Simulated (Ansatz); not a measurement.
**Hypothetical cubic perovskite RbGeF3: element substitutions**

Take RbGeF$_{3}$ in the cubic perovskite structure (space group Pm-3m, No. 221; a hypothetical phase, not in the database extracts checked) as the base.

```xyz
5
Lattice="4.4908 0.0000 0.0000 0.0000 4.4908 0.0000 0.0000 0.0000 4.4908" Properties=species:S:1:pos:R:3 pbc="T T T"
Rb     0.0000     0.0000     0.0000
Ge     2.2454     2.2454     2.2454
F      0.0000     2.2454     2.2454
F      2.2454     2.2454     0.0000
F      2.2454     0.0000     2.2454
```

Each row replaces one element on all its sites; cell and atoms are relaxed.

Levels (all Ansatz, an electronic-structure program, PAW): PBE (420 eV, no SOC); r2SCAN (500 eV, no spin-orbit coupling).

The base cell above is that of PBE; each level relaxes its own structures.

| case | shift of the gap caused by the change, PBE | shift of the gap caused by the change, r2SCAN |
|---|---|---|
| Ge → Si | -1.07 eV | -1.17 eV |
| Rb → Cs | +0.03 eV | +0.04 eV |
| Rb → Na | -0.45 eV | -0.38 eV |

The two levels differ by at most about 0.10 eV. They put the cases in the same order.

Stability against distortions was not tested. As relaxed here, RbSiF3, CsGeF3 and NaGeF3 are hypothetical phases, not in the database extracts checked. Many cubic perovskites are stable only at high temperature; tilts and polar distortions were not tested.
